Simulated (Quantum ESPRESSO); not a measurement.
Worked example: self-consistent single point of VTl3Se2S2 (Fmm2, 8 atoms in the cell) in Quantum ESPRESSO.

Method: LDA (PW92), PseudoDojo standard norm-conserving (LDA) pseudopotentials (plane waves; Quantum ESPRESSO 7.5).

The change in words: lattice scaled by 0.98. Reference geometry:
```
Tl3V(SeS)2
1.0
    0.00000     5.53830     3.90399
    5.49644     0.00000     3.90399
    5.49644     5.53830     0.00000
V Tl Se S
1 3 2 2
Direct
  0.00585   0.00585   0.99415
  0.00541   0.00541   0.49459
  0.50541   0.50541   0.99459
  0.49530   0.49530   0.50470
  0.66181   0.00097   0.99903
  0.00097   0.66181   0.33819
  0.00185   0.32341   0.99815
  0.32341   0.00185   0.67659
```

Reference input (self-consistent single point, DFT, LDA (PW92), plane waves, PseudoDojo standard norm-conserving (LDA) pseudopotentials): ecutwfc = 90 Ry; occupations = fixed; potentials = {V: V.upf, Tl: Tl.upf, Se: Se.upf, S: S.upf}; K_POINTS = automatic 3 3 3 0 0 0; nbnd = 56; conv_thr = 1e-10 Ry. This run's input differs from it in these lines:

```diff
@@ -25,14 +25,14 @@
 CELL_PARAMETERS angstrom
-   0.0000000000     5.5383000000     3.9039900000
-   5.4964450000     0.0000000000     3.9039900000
-   5.4964450000     5.5383000000     0.0000000000
+   0.0000000000     5.4275340000     3.8259100000
+   5.3865160000     0.0000000000     3.8259100000
+   5.3865160000     5.4275340000     0.0000000000
 ATOMIC_POSITIONS angstrom
-V     5.4964450000    5.5383000000    0.0456766830
-Tl    2.7482225000    2.7691500000    0.0422411718
-Tl    8.2446675000    8.3074500000    3.9462311718
-Tl    5.4964450000    5.5383000000    3.8672924940
-Se    5.4964450000    9.1982301720    2.5874864922
-Se    5.4964450000    1.8783698280    2.5874864922
-S     7.2638818542    5.5383000000    1.2698117874
-S     3.7290081458    5.5383000000    1.2698117874
+V     5.3865160000    5.4275340000    0.0447631470
+Tl    2.6932580000    2.7137670000    0.0413963462
+Tl    8.0797740000    8.1413010000    3.8673063462
+Tl    5.3865160000    5.4275340000    3.7899464460
+Se    5.3865160000    9.0142655686    2.5357366298
+Se    5.3865160000    1.8408024314    2.5357366298
+S     7.1186040850    5.4275340000    1.2444154866
+S     3.6544279150    5.4275340000    1.2444154866
 K_POINTS automatic
```

Output (repeated stretches shortened):

```
     Self-consistent Calculation

     iteration #  1     ecut=    90.00 Ry     beta= 0.70

     Threshold (ethr) on eigenvalues was too large:
     Diagonalizing with lowered threshold

     total energy              =   -1040.38439875 Ry
     estimated scf accuracy    <       0.73830832 Ry

     iteration #  2     ecut=    90.00 Ry     beta= 0.70

     total energy              =   -1040.15416145 Ry
     estimated scf accuracy    <       5.75685288 Ry

     iteration #  3     ecut=    90.00 Ry     beta= 0.70

     total energy              =   -1040.76707384 Ry
     estimated scf accuracy    <       0.25217464 Ry

   [... 8 blocks of this kind left out ...]

     iteration # 12     ecut=    90.00 Ry     beta= 0.70

     total energy              =   -1040.82088096 Ry
     estimated scf accuracy    <          1.3E-09 Ry

     iteration # 13     ecut=    90.00 Ry     beta= 0.70
     End of self-consistent calculation

     highest occupied, lowest unoccupied level (ev):     5.9551    7.8281

!    total energy              =   -1040.82088096 Ry
     estimated scf accuracy    <          7.0E-11 Ry

     convergence has been achieved in  13 iterations

     Forces acting on atoms (cartesian axes, Ry/au):

     atom    1 type  1   force =     0.00000000    0.00000000   -0.01767747
     atom    2 type  2   force =     0.00000000    0.00000000    0.00330140
     atom    3 type  2   force =     0.00000000    0.00000000    0.00330140
     atom    4 type  2   force =    -0.00000000    0.00000000   -0.00106175
     atom    5 type  3   force =     0.00000000   -0.00425001   -0.00279204
     atom    6 type  3   force =    -0.00000000    0.00425001   -0.00279204
   [... lines left out ...]

     Total force =     0.028883     Total SCF correction =     0.000041

          total   stress  (Ry/bohr**3)                   (kbar)     P=      -18.91
  -0.00010495   0.00000000   0.00000000          -15.44        0.00        0.00
   0.00000000  -0.00015158  -0.00000000            0.00      -22.30       -0.00
  -0.00000000  -0.00000000  -0.00012911           -0.00       -0.00      -18.99

   JOB DONE.
```

The run converged in 13 iterations. Against the reference run the free energy goes down by 33.8 meV/atom, the pressure goes from -4.18 to -1.89 GPa, the largest force hardly changes (0.461 to 0.455 eV/Å) and the gap on the mesh goes from 1.806 to 1.873 eV.

The starting cell comes from a database of computed structures (which also holds hypothetical and non-ambient phases and stackings), without a prior relaxation at this level. For this run, on top of that: lattice scaled by 0.98. Spin-orbit coupling is off.

Cost on one core of a shared machine: roughly 6 min.
